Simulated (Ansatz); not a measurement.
Input and output of a zone-centre phonon calculation for LaPd2 (I4/mmm, 3 atoms in the cell) (Ansatz, a program for electronic structure).

Computed with LDA (PW92), PAW files made with PBE (plane waves; Ansatz).

```
LaPd2
1.0
   -1.97482     1.97482     4.40689
    1.97482    -1.97482     4.40689
    1.97482     1.97482    -4.40689
La Pd
1 2
Direct
  0.00000   0.00000   0.00000
  0.75000   0.25000   0.50000
  0.25000   0.75000   0.50000
```

Reference input (self-consistent single point, DFT, PBEsol, plane waves, PAW files made with PBE): kpoints.mp_grid.grid = 9 9 9; hamiltonian.xc = pbesol; hamiltonian.pseudopotentials = {kind: paw} (an earlier, softer set of the program's PAW files); scf.occupations.method = fermi_dirac; scf.occupations.width = 0.1 eV. This run's input differs from it in these lines:

Ansatz 0.2 input:
```diff
@@ -13,3 +13,3 @@
 hamiltonian:
-  xc: pbesol
+  xc: lda
   pseudopotentials:
@@ -21,6 +21,4 @@
     width: 0.1
-output:
-  forces: true
-  eigenvalues: true
-  stress: true
+phonons:
+  method: dfpt
```

The program printed (abridged):

```
SCF iter   1: F=—  HF=-19805.378451 eV  |F-HF|=—  |Δ(HF+E_count)|=         —  Δρ=1.12e0  dr2=1.54e3  ethr=3.10e-3  ⟨swp⟩=3.6  Hψ=11881  notcnv=0
all-band conjugate gradients solve this SCF's bands
preconditioner: auto → Kerker (q_TF=auto, 2.561 Å⁻¹)
SCF iter   2: F=—  HF=-19768.689091 eV  |F-HF|=—  |Δ(HF+E_count)|=    3.67e1  Δρ=1.56e-1  dr2=2.22e1  ethr=3.10e-3  ⟨swp⟩=4.9  Hψ=24682  notcnv=0
automatic band count: the SCF goes on with 34 bands, as 29 were too few: the levels above may hold too much charge
   [... lines left out ...]
SCF iter  13: F=—  HF=-19767.143073 eV  |F-HF|=—  |Δ(HF+E_count)|=   2.35e-8  Δρ=9.10e-6  dr2=8.39e-8  ethr=4.90e-10  ⟨swp⟩=2.2  Hψ=5956  notcnv=0
SCF iter  14: F=—  HF=-19767.143073 eV  |F-HF|=—  |Δ(HF+E_count)|=   1.88e-8  Δρ=7.76e-7  dr2=3.92e-10  ethr=1.78e-10  ⟨swp⟩=2.1  Hψ=6036  notcnv=0
SCF iter  15: F=—  HF=-19767.143073 eV  |F-HF|=—  |Δ(HF+E_count)|=  8.37e-11  Δρ=1.96e-7  dr2=2.95e-11  ethr=1.00e-12  ⟨swp⟩=2.0  Hψ=7032  notcnv=0
SCF iter  16: F=-19767.143073 eV  HF=-19767.143073 eV  |F-HF|=7.28e-12  |Δ(HF+E_count)|=  3.64e-12  Δρ=4.25e-8  dr2=1.83e-12  ethr=1.00e-12  ⟨swp⟩=5.4  Hψ=17132  notcnv=0
SCF 1 converged in 16 iterations: F = -19767.143073 eV  dr2 = 1.83e-12
DFPT response loops at Γ: preconditioner auto → Kerker (q_TF=auto, 2.561 Å⁻¹) (partly filled bands, converged f_vac=0.018) …
Free energy (F): -19767.143073 eV
Internal energy: -19767.082581 eV  (E = F + TS)
E sigma→0 (E₀):  -19767.112827 eV
Entropy (-TS):   -0.060492 eV (-20.164 meV/atom)
Fermi energy:    13.915543 eV
--- Phonons (Γ-DFPT): 4 representative perturbations + reference, on 125 of 729 k-points (Σ response iterations 12) ---
  k mesh reduced under 4 symmetry operations, with k and −k counted as one. Each operation leaves every solved displacement unchanged or reverses it
  ASR residual: 1.226e-4 → 0.000e0 eV/Å²; symmetrization residual: 8.118e-6 eV/Å²
  ASR residual per site (eV/Å²): 1.05e-4 1.23e-4 1.23e-4
  Γ frequencies (cm⁻¹): 0.00 0.00 0.00 73.66 73.66 79.70 102.80 152.72 152.72
  non-analytic LO–TO correction: not included (Born effective charges unavailable; polar crystals: no LO–TO splitting at Γ)
```

The run converged in 16 iterations. 

Summary of the result:
| Quantity | Value |
|---|---|
| Free energy E − TS (on the zero of these files) | -19767.1431 eV |
| Fermi level (on the code's own zero) | 13.92 eV |
| Zone-centre frequencies (cm⁻¹; negative means imaginary) | 0, 0, 0, 74, 74, 80, 103, 153, 153 |

The starting cell comes from a database of computed structures (which also holds hypothetical and non-ambient phases and stackings), without a prior relaxation at this level. Its lattice was rescaled by a random factor within 2.5 % of one. Spin polarisation is off.

Cost on one core of a shared machine: roughly 2 min.
